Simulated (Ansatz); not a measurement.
# CsLiWO4 (space group I-4, No. 82; a cell from a computed database, its experimental status unchecked)

```cif
data_CsLiO4W
_chemical_formula_sum 'Cs1 Li1 W1 O4'
_space_group_name_H-M_alt 'P 1'
_space_group_IT_number 1
_cell_length_a 5.83579
_cell_length_b 5.83579
_cell_length_c 5.83579
_cell_angle_alpha 119.269
_cell_angle_beta 119.269
_cell_angle_gamma 91.270
loop_
_space_group_symop_operation_xyz
  'x, y, z'
loop_
_atom_site_label
_atom_site_type_symbol
_atom_site_fract_x
_atom_site_fract_y
_atom_site_fract_z
_atom_site_occupancy
Cs1 Cs 0.00000 0.00000 0.00000 1
Li1 Li 0.75000 0.25000 0.50000 1
W1 W 0.50000 0.50000 0.00000 1
O1 O 0.60935 0.44868 0.30961 1
O2 O 0.55132 0.86093 0.16067 1
O3 O 0.13907 0.29974 0.69039 1
O4 O 0.70026 0.39065 0.83933 1
```

Method: DFT with PBEsol, PAW potentials and a 420 eV plane-wave cutoff in Ansatz (a quantum-chemistry and plane-wave program), no spin-orbit coupling. Settings: 8×8×8 k-points, 0.05 eV Fermi–Dirac smearing.

The volume per atom comes out as 20.29 Å³, the density is 4.53 g/cm³ and the band gap is 4.84 eV, direct at Γ. The electron mass is 0.63 mₑ along c, 0.56 mₑ across and the lowest conduction-band minima above the VBM comes out as Γ 4.84 eV; M (1/2, 1/2, 1/2) 5.12 eV. The total energy is -2613.496 eV/atom (σ→0; compares only within this code and set-up).

Spin-orbit coupling, missing from the scalar runs, can matter with W. Effective masses come from finite differences of ±0.01 Å⁻¹. Whether these cells are dynamically stable was not tested.
